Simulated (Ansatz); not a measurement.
Structures of equal composition on the (111) surface of fcc Ag: a layer of In in place of the second plane; a layer of In in place of the third plane. The slabs share one bottom face, and each structure is named by its start. These are constructed structures in small cells; real faces may alloy, dewet or reconstruct in larger ones, and not all known structures of the face are among them. Slabs of about 12 Å, Fermi-Dirac smearing of 0.1 eV. Bottom of the slabs: a bare face, its two planes held. Relaxed from the named starts with such symmetry as they have, on meshes of like density; energies extrapolated to zero smearing; spin only where a row says so; no spin-orbit coupling, no U. Brackets mark spin-polarised runs, whose order is one that fits the cell.

Method: PBE (plane waves to 420 eV, PAW; Ansatz, a program for electronic structure).

Question: Order them by energy per 1x1 cell (lowest first) at the level PBE.

Answer: a layer of In in place of the second plane (0.000 eV), a layer of In in place of the third plane (0.044 eV)
